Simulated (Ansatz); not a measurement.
Input and output of a zone-centre phonon calculation for MoRu₃ (P6_3/mmc, 8 atoms in the cell) (Ansatz, a first-principles code).

Method of the run: LDA (PW92), default PAW files made with PBE (plane waves; Ansatz).

```xyz
8
Lattice="5.4478 0.0000 0.0000 -2.7239 4.7179 0.0000 0.0000 0.0000 4.3285" Properties=species:S:1:pos:R:3 pbc="T T T"
Mo     2.7239     1.5726     1.0821
Mo     0.0000     3.1453     3.2464
Ru     4.0903     0.7837     3.2464
Ru    -1.3664     3.9342     1.0821
Ru     1.3664     3.9342     1.0821
Ru     1.3575     0.7837     3.2464
Ru     2.7239     3.1504     3.2464
Ru     0.0000     1.5675     1.0821
```

Reference input (self-consistent single point, DFT, LDA (PW92), plane waves, default PAW files made with PBE): basis.ecutwfc = 420 eV; kpoints.mp_grid.grid = 5 5 6; hamiltonian.xc = lda; hamiltonian.pseudopotentials = {kind: paw} (the program's default PAW files); scf.occupations.method = fermi_dirac; scf.occupations.width = 0.1 eV. This run's input differs from it in these lines:

Ansatz 0.2 input:
```diff
@@ -18,3 +18,3 @@
 kpoints:
-  mp_grid: { grid: [5, 5, 6] }
+  mp_grid: { grid: [6, 6, 6] }
 hamiltonian:
@@ -24,6 +24,4 @@
   occupations: { method: fermi_dirac, width: 0.1 eV }
-output:
-  forces: true
-  eigenvalues: true
-  stress: true
+phonons:
+  method: dfpt
```

The program printed (abridged):

```
SCF iter   1: F=—  HF=-44236.026858 eV  |F-HF|=—  |Δ(HF+E_count)|=         —  Δρ=1.41e-2  dr2=2.89e-1  ethr=1.77e-3  ⟨swp⟩=5.0  Hψ=19199  notcnv=0
all-band conjugate gradients solve this SCF's bands
preconditioner: auto → Kerker (q_TF=auto, 2.778 Å⁻¹)
SCF iter   2: F=—  HF=-44236.010279 eV  |F-HF|=—  |Δ(HF+E_count)|=   1.66e-2  Δρ=6.98e-3  dr2=7.15e-2  ethr=2.33e-4  ⟨swp⟩=1.0  Hψ=6960  notcnv=0
   [... lines left out ...]
SCF iter   6: F=—  HF=-44236.004585 eV  |F-HF|=—  |Δ(HF+E_count)|=   1.38e-6  Δρ=6.19e-6  dr2=2.58e-8  ethr=1.87e-9  ⟨swp⟩=2.4  Hψ=8809  notcnv=0
SCF iter   7: F=—  HF=-44236.004585 eV  |F-HF|=—  |Δ(HF+E_count)|=   7.31e-9  Δρ=1.85e-6  dr2=3.95e-9  ethr=2.08e-11  ⟨swp⟩=2.1  Hψ=10359  notcnv=0
SCF iter   8: F=—  HF=-44236.004585 eV  |F-HF|=—  |Δ(HF+E_count)|=  8.88e-10  Δρ=4.15e-7  dr2=2.02e-10  ethr=3.19e-12  ⟨swp⟩=2.0  Hψ=8396  notcnv=0
SCF iter   9: F=-44236.004585 eV  HF=-44236.004585 eV  |F-HF|=1.46e-11  |Δ(HF+E_count)|=  2.91e-11  Δρ=7.72e-8  dr2=5.84e-12  ethr=1.00e-12  ⟨swp⟩=4.3  Hψ=25644  notcnv=0
SCF 1 converged in 9 iterations: F = -44236.004585 eV  dr2 = 5.84e-12
DFPT response loops at Γ: preconditioner auto → Kerker (q_TF=auto, 2.778 Å⁻¹) (partly filled bands, converged f_vac=0.000) …
Free energy (F): -44236.004585 eV
Internal energy: -44235.749974 eV  (E = F + TS)
E sigma→0 (E₀):  -44235.877279 eV
Entropy (-TS):   -0.254612 eV (-31.826 meV/atom)
Fermi energy:    22.614176 eV
--- Phonons (Γ-DFPT): 4 representative perturbations + reference, on 80 of 216 k-points (Σ response iterations 15) ---
  k mesh reduced under 2 symmetry operations, with k and −k counted as one. Each operation leaves every solved displacement unchanged or reverses it
  ASR residual: 1.129e-3 → 0.000e0 eV/Å²; symmetrization residual: 8.288e-5 eV/Å²
  ASR residual per site (eV/Å²): 6.82e-4 6.82e-4 1.11e-3 1.11e-3 1.11e-3 1.11e-3 1.13e-3 1.13e-3
  Γ frequencies (cm⁻¹): 0.00 0.00 0.00 117.12 117.12 132.73 133.71 152.22 152.22 165.27 165.27 170.99 177.50 177.50 179.47 179.47 187.94 189.80 189.80 206.78 206.78 216.35 219.04 226.26
  non-analytic LO–TO correction: not included (Born effective charges unavailable; polar crystals: no LO–TO splitting at Γ)
```

The run converged in 9 iterations. 

Summary of the result:
```
Property                                                                                                                                                            Result
--------------------------------------------------------  ----------------------------------------------------------------------------------------------------------------
Free energy E − TS (on the zero of these files)                                                                                                             -44236.0046 eV
Fermi level (on the code's own zero)                                                                                                                              22.61 eV
Zone-centre frequencies (cm⁻¹; negative means imaginary)  0, 0, 0, 117, 117, 133, 134, 152, 152, 165, 165, 171, 178, 178, 179, 179, 188, 190, 190, 207, 207, 216, 219, 226
```

The starting cell comes from a database of computed structures (which also holds hypothetical and non-ambient phases and stackings), without a prior relaxation at this level. Its lattice was rescaled by up to half a per cent. Spin polarisation is off.

Cost on one core of a shared machine: roughly 8 min.
